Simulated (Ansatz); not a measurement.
AlRu: response to strain

Start from AlRu in the CsCl type structure (space group Pm-3m, No. 221; relaxed with 0.1 eV smearing).

```
CELL_PARAMETERS angstrom
      2.98315     0.00000     0.00000
      0.00000     2.98315     0.00000
      0.00000     0.00000     2.98315
ATOMIC_POSITIONS crystal
  Al 0.50000 0.50000 0.50000
  Ru 0.00000 0.00000 0.00000
```

Cartesian axes are those of the cell as printed.

Strains are applied to the cell and any free atomic positions relax.

Level of theory: Ansatz (an electronic-structure program), r2SCAN, PAW, cutoff 500 eV, spin-orbit coupling left out.

Notes on the quantities. energy relative to the base: free energy F.

| uniaxial strain ε_zz (%) | energy relative to the base (meV/atom) |
|---|---|
| 0 | 0.0 |
| 0.5 | 0.4 |
| 1 | 1.4 |
| 1.5 | ? |
| 2 | 5.5 |
| 2.5 | 8.5 |
| 3 | 12.1 |

Fit ΔE = Aε² + Bε³ (ε in %) to the rows shown and predict the withheld row.

Least squares on the printed values gives A = 1.44 and B = -0.031 meV/atom (largest residual 0.0 meV/atom); this predicts 3.1 meV/atom, and the run gives 3.1 meV/atom, in agreement.

Stability against distortions was not tested. All final runs are without spin polarisation.
